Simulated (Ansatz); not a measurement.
A zigzag MoS2 nanoribbon, N = 4, bare edges, relaxed period 3.130 Å, atoms relaxed at each strain.

```tsv
strain	energy (meV a period)	axial force (nN)
-0.015	+32.5	-2.26
+0.015	+28.0	+1.87
```

Level of theory: PBE (plane waves to 420 eV, PAW; Ansatz, a quantum-chemistry and plane-wave program). Mesh 1×1×20. Collinear spin, started with opposed moments, and moments remain. One-dimensional cell, images about 11 Å apart. An idealised model, cut from the flat sheet. Symmetry and one short period hold its shape; lower forms weren't sought. Values not marked SOC lack spin–orbit coupling. No Hubbard term is applied. Fermi–Dirac width 0.05 eV. The two edges differ, and the field of the images 11 Å away isn't corrected. Buckling under compression is shut out by symmetry and the short period. Energies are free energies at a Fermi–Dirac width of 0.05 eV, from the unstrained cell.

Q: Work out the axial stiffness dF/dε in two ways.

A: From the forces: (+1.87 − (-2.26))/0.030 = 138 nN. From the energies: (E₊ + E₋)/(ε² c) = 0.0605 eV/(0.015² × 3.130 Å) = 85.9 eV/Å = 138 nN. The two agree to within 1 %.
